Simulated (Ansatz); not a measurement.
System: Si (I4/mmm, No. 139, 4 atoms in the cell; start mp-999200; another form than the element's usual one). Method: LDA in Ansatz (plane waves, PAW).

Numerical settings: plane-wave cutoff 520 eV, 10×10×10 k mesh, Fermi–Dirac smearing 0.01 eV, scalar-relativistic PAW data made under PBE.

Cell (relaxed at this level):

```
Si
1.0
   -3.30233     3.30233     1.90754
    3.30233    -3.30233     1.90754
    3.30233     3.30233    -1.90754
Si
4
Direct
  0.17879   0.17879   0.35759
  0.82121   0.82121   0.64241
  0.17879   0.82121   0.00000
  0.82121   0.17879   0.00000
```

Q: Estimate the band gap, direct gap at Γ and bulk modulus B0 that the calculation returns.

A: 
- band gap: 0.20 eV (on the SCF k mesh)
- direct gap at Γ: 1.94 eV
- bulk modulus B0: 88.1 GPa

Note: the relaxation could not lower the start's symmetry, so the cell can be a saddle point above a distorted one; the bulk modulus is −V dP/dV from two relaxed cells at ±2 % in volume.

The computed numbers hold no vibrational or temperature effects.

It cost around 40 core-seconds (rough) of CPU time.

A start named mp-… is a Materials Project structure, which need not be a measured phase.

Ansatz is an electronic-structure program.
